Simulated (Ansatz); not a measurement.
The starting structures come from a database of crystals and need not be the phases stable at ambient conditions.

Inside the gap of an insulator the Bloch states are evanescent, with a wavenumber k + iκ along the transport direction.

Input:

```
KTlO2
1.0
    3.45352     0.00000     0.00000
    0.00000    18.30672     0.00000
    1.72676     6.10224     0.99695
K Tl O
1 1 2
Cartesian
  0.00000   9.15336   0.00000
  0.00000   0.00000   0.00000
  0.00000   4.90475   0.00000
  3.45352  13.40197   0.00000
```

Space group of this cell: R-3m. The cell is taken as given.

Transport runs along the normal of the first two printed cell vectors, the (100) plane of the conventional cell.

The gap is the functional's own, uncorrected, and κ follows it; spin-orbit coupling is left out. Mid-gap values are interpolated between the computed energies.

Q: Predict the band gap and the smallest decay constant κ at mid-gap from r2SCAN (Ansatz, a program for electronic structure).

A: Gap 1.29 eV on a 30×30×30 mesh; κ = 0.200 1/Å, at the zone centre.
